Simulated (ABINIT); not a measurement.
ABINIT run on SnO2 (P4_2/mnm, 6 atoms in the cell): self-consistent single point

Method of the run: PBE, PAW (JTH v2.0 PBE PAW) (plane waves; ABINIT 10.0.3).

Input:

```
# SnO2, JTH v2.0 PBE PAW
pp_dirpath "./"
pseudos "Sn.GGA_PBE-JTH.xml, O.GGA_PBE-JTH.xml"
acell 9.2176040455 9.2176040455 6.2049497453
rprim
         1.0000000000    0.0000000000    0.0000000000
         0.0000000000    1.0000000000    0.0000000000
         0.0000000000    0.0000000000    1.0000000000
natom 6
ntypat 2
znucl 50 8
typat 1 1 2 2 2 2
xcart
         2.4388730000    2.4388730000    1.6417590000
         0.0000000000    0.0000000000    0.0000000000
         0.9464290564    3.9313169436    1.6417590000
         3.9313169436    0.9464290564    1.6417590000
         3.3853020564    3.3853020564    0.0000000000
         1.4924439436    1.4924439436    0.0000000000
      Angstrom
ecut 653 eV
pawecutdg 1306 eV
pawxcdev 0
occopt 1
nband 30
kptopt 1
ngkpt 7 7 10
nshiftk 1
shiftk 0 0 0
nstep 100
tolvrs 1.0e-10
diemac 4
prtwf 0
prtden 0
enunit 1
```

Output (repeated stretches shortened):

```
 Symmetries : space group P4_2/m n m (#136); Bravais tP (primitive tetrag.)

 -outvars: echo values of preprocessed input variables --------
            acell      9.2176040455E+00  9.2176040455E+00  6.2049497453E+00 Bohr
           diemac      4.00000000E+00
             ecut      2.39973095E+01 Hartree
           enunit           1
              ixc     -101130
         kptrlatt        7    0    0      0    7    0      0    0   10
          kptrlen      6.20494975E+01
            natom           6
            nband          30
            ngfft          45      45      30
          ngfftdg          60      60      40
             nkpt          60
            nstep         100
             nsym          16
           ntypat           2
        pawecutdg      4.79946190E+01 Hartree
         pawxcdev           0
          spgroup         136
           tolvrs      1.00000000E-10
            typat      1  1  2  2  2  2
           useylm           1
             xred      5.0000000109E-01  5.0000000109E-01  5.0000000109E-01
                       1.0924318117E-09  1.0924318117E-09  1.0918863591E-09
                       1.9403000085E-01  8.0597000133E-01  5.0000000109E-01
                       8.0597000133E-01  1.9403000085E-01  5.0000000109E-01
                       6.9403000085E-01  6.9403000085E-01  1.0918863591E-09
                       3.0597000133E-01  3.0597000133E-01  1.0918863591E-09
            znucl       50.00000    8.00000

== DATASET  1 ==================================================================

 Real(R)+Recip(G) space primitive vectors, cartesian coordinates (Bohr,Bohr^-1):
 R(1)=  9.2176040  0.0000000  0.0000000  G(1)=  0.1084881  0.0000000  0.0000000
 R(2)=  0.0000000  9.2176040  0.0000000  G(2)=  0.0000000  0.1084881  0.0000000
 R(3)=  0.0000000  0.0000000  6.2049497  G(3)=  0.0000000  0.0000000  0.1611617
 Unit cell volume ucvol=  5.2719874E+02 bohr^3
 Angles (23,13,12)=  9.00000000E+01  9.00000000E+01  9.00000000E+01 degrees

 Coarse grid specifications (used for wave-functions):

 getcut: wavevector=  0.0000  0.0000  0.0000  ngfft=  45  45  30
         ecut(hartree)=     23.997   => boxcut(ratio)=   2.16465

 Fine grid specifications (used for densities):

 getcut: wavevector=  0.0000  0.0000  0.0000  ngfft=  60  60  40
         ecut(hartree)=     47.995   => boxcut(ratio)=   2.06709

   3.63013204E+03                                ecore*ucvol(ha*bohr**3)

_setup2: Arith. and geom. avg. npw (full set) are    2960.843    2960.833

--- !BeginCycle
solver: {iscf: 17, nstep: 100, nline: 4, wfoptalg: 10, }
tolerances: {tolvrs: 1.00E-10, }
...

     iter   Etot(hartree)      deltaE(h)  residm     nres2
 ETOT  1  -203.91014011233    -2.039E+02 3.918E-01 5.746E+01
 ETOT  2  -204.11431727130    -2.042E-01 6.785E-02 3.010E+01
 ETOT  3  -204.07389508945     4.042E-02 4.035E-02 1.683E+00
 ETOT  4  -204.07442664896    -5.316E-04 1.366E-02 1.224E-01
 ETOT  5  -204.07423982284     1.868E-04 5.339E-03 4.174E-03
 ETOT  6  -204.07426277586    -2.295E-05 4.493E-03 1.035E-03
 ETOT  7  -204.07426153562     1.240E-06 1.485E-03 4.915E-05
 ETOT  8  -204.07426155028    -1.465E-08 2.020E-03 1.515E-06
 ETOT  9  -204.07426156134    -1.107E-08 8.583E-04 1.142E-07
 ETOT 10  -204.07426156171    -3.700E-10 1.542E-03 4.670E-09
 ETOT 11  -204.07426156171     3.297E-12 8.323E-04 1.137E-10
 ETOT 12  -204.07426156171    -1.052E-12 1.890E-03 3.933E-11

 At SCF step   12       nres2   =  3.93E-11 < tolvrs=  1.00E-10 =>converged.

 Cartesian components of stress tensor (hartree/bohr^3)
  sigma(1 1)=  2.07511087E-04  sigma(3 2)=  0.00000000E+00
  sigma(2 2)=  2.07511087E-04  sigma(3 1)=  0.00000000E+00
  sigma(3 3)=  2.94246334E-04  sigma(2 1)=  0.00000000E+00

 ----iterations are completed or convergence reached----

 reduced coordinates (array xred) for    6 atoms
       0.500000001092      0.500000001092      0.500000001092
       0.000000001092      0.000000001092      0.000000001092
       0.194030000852      0.805970001333      0.500000001092
       0.805970001333      0.194030000852      0.500000001092
       0.694030000852      0.694030000852      0.000000001092
       0.305970001333      0.305970001333      0.000000001092
 cartesian forces (eV/Angstrom) at end:
    1     -0.00000000000000    -0.00000000000000    -0.00000000000000
    2     -0.00000000000000    -0.00000000000000    -0.00000000000000
    3     -0.14027972547187     0.14027972547187    -0.00000000000000
    4      0.14027972547187    -0.14027972547187    -0.00000000000000
    5     -0.14027972547187    -0.14027972547187    -0.00000000000000
    6      0.14027972547187     0.14027972547187    -0.00000000000000
 frms,max,avg= 9.3519817E-02 1.4027973E-01   0.000E+00  0.000E+00  0.000E+00 e/A
 length scales=  9.217604045500  9.217604045500  6.204949745300 bohr
              =  4.877745978686  4.877745978686  3.283517985659 angstroms
 Fermi (or HOMO) energy (eV) =   4.29100   Average Vxc (eV)= -10.68605
 Eigenvalues (   eV  ) for nkpt=  60  k points:
 kpt#   1, nband= 30, wtk=  0.00204, kpt=  0.0000  0.0000  0.0000 (reduced coord)
 -16.70428  -16.11746  -15.98047  -15.93907  -15.93907  -15.89562  -15.87287  -15.81473
 -15.77387  -15.77387  -14.16755  -12.55525  -12.55525  -11.16684   -3.56991    0.51150
   0.51150    0.61972    1.53111    2.33967    2.37553    3.04256    3.04256    3.58255
   3.58255    4.29100    4.57666    9.66636   10.14080   10.14080
 prteigrs : prtvol=0 or 1, do not print more k-points.

--- !EnergyTerms
comment             : Components of total free energy in Hartree
kinetic             :  5.40079190061841E+01
hartree             :  6.64747548931649E+01
xc                  : -2.53930290804014E+01
Ewald energy        : -1.49342220707212E+02
psp_core            :  6.88569935355052E+00
local_psp           : -1.92426207734024E+02
spherical_terms     :  3.57188213436341E+01
total_energy        : -2.04074262925104E+02
total_energy_eV     : -5.55314310440157E+03
...

-Cartesian components of stress tensor (GPa)         [Pressure= -6.9558E+00 GPa]
- sigma(1 1)=  6.10518593E+00  sigma(3 2)=  0.00000000E+00
- sigma(2 2)=  6.10518593E+00  sigma(3 1)=  0.00000000E+00
- sigma(3 3)=  8.65702458E+00  sigma(2 1)=  0.00000000E+00

 Calculation completed.
```

The run converged in 12 iterations.

The starting cell comes from a database of computed structures (which also holds hypothetical and non-ambient phases and stackings), without a prior relaxation at this level. Its lattice was rescaled by a random factor within 2.5 % of one. With a pressure of about -7 GPa the cell is away from its equilibrium volume at this level.

Cost on one core of a shared machine: roughly 3 min.
